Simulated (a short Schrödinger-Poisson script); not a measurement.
# Symmetric double-gate stack, SiO2 on p-type GaN

Structure: symmetric double-gate stack, SiO2 on p-type GaN, at 300 K.

| layer | material | thickness (nm) | Na (cm⁻³) |
|---|---|---|---|
| 1 | SiO2 | 2.3 | - |
| 2 | GaN | 10 | 6e17 |
| 3 | SiO2 | 2.3 | - |

Constants are typed, rounded textbook-type inputs, not results; the design itself was drawn at random and stands for no fabricated device. SiO2: permittivity 3.9, conduction-band edge (eV) 3.2, gap (eV) 9, electron mass (mₑ) 0.5. GaN: permittivity 9.5, conduction-band edge (eV) 0, gap (eV) 3.43, Nv at 300 K (cm⁻³) 4.6e19.

Channel valleys (confinement mass, in-plane density-of-states mass, number): Γ 0.2, 0.2, 1. At the gates, both at one voltage, the conduction-band edge of layer 1 lies 3.51 eV − eVg above the Fermi level of the channel. Gaps are held at their typed values at every temperature. Mesh 0.03 nm at interfaces.

Solved with a short Schrödinger-Poisson script written for these runs: 1D Poisson equation in equilibrium, electrons quantum, Hartree (BenDaniel-Duke, 12 states a valley, the channel's in-plane mass for all, wave functions free to enter the dielectric), parabolic valleys, classical holes, full ionisation, no traps, pinning or gate leakage.

```tsv
Vg (V)	electrons (cm⁻²)	C (μF/cm²)	Γ E0 (meV)	Γ E1 (meV)
0	1.53e6	< 0.003	370.3	416.5
0.15	5.04e8	0.00318	220.3	266.5
0.3	1.16e11	0.531	79.4	124.9
0.45	1.23e12	1.61	14.7	54.5
0.6	2.89e12	1.91	-12.0	20.9
0.75	4.75e12	2.05	-29.5	-2.3
0.9	6.72e12	2.14	-43.4	-20.8
1.05	8.75e12	2.20	-55.7	-37.0
1.2	1.08e13	2.25	-67.3	-51.6
1.35	1.30e13	2.28	-78.4	-65.3
1.5	1.51e13	2.31	-89.4	-78.4
1.65	1.73e13	2.34	-100.2	-91.0
1.8	1.95e13	2.36	-111.0	-103.3
1.95	2.17e13	2.37	-121.9	-115.4
2.1	2.39e13	2.39	-132.7	-127.3
2.25	2.62e13	2.40	-143.6	-139.1
2.4	2.84e13	2.41	-154.5	-150.7
2.55	3.07e13	2.43	-165.5	-162.3
```

Gate voltages with under 1e6 electrons/cm² are left out.

Subbands count from the Fermi level. The capacitance is that of both gates.

In real p-type GaN the Mg acceptor is only partly ionised, and so wide a gap doesn't supply an inversion layer without source and drain.
